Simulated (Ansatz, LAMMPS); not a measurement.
**Amorphous Ge, 1000 atoms, melt quenched at 30 K/ps, density 0.99 of the crystal's**

Cell 28.90 × 28.90 × 28.90 Å, Ge1000, 1000 atoms. Prepared with Tersoff's 1989 multicomponent potential (SiCGe.tersoff) run with LAMMPS: melt at 3500 K, cooled from 2600 to 500 K at 30 K/ps at fixed volume, minimised. 

These are PBE, support functions at accuracy medium on the grid of 370 eV (norm-conserving potentials; Ansatz, an electronic-structure program) values and carry that method's errors.

Basis: localised support functions (accuracy medium) on a full density matrix. k-points: zone centre alone; occupations: Fermi-Dirac, 0.030 eV; spin polarisation not allowed. Scalar-relativistic, no spin-orbit coupling.

Geometry partly relaxed: the largest remaining force component is 0.210 eV/Å.

energy over the perfect crystal(s), per atom: 0.204 eV/atom
electronic character of the cell: no gap resolved at this smearing
coordination (neighbours within 2.991 Å): 0.1 % 2-fold, 2.0 % 3-fold, 84.4 % 4-fold, 13.4 % 5-fold, 0.1 % 6-fold
Ge-Ge bonds, mean ± spread: 2.557 ± 0.087 Å
bond angles, mean ± spread: 107.7° ± 16.0°
pressure: -0.02 GPa
cost of the final run: roughly 40 core-minutes, 15 SCF iterations, 20 GiB
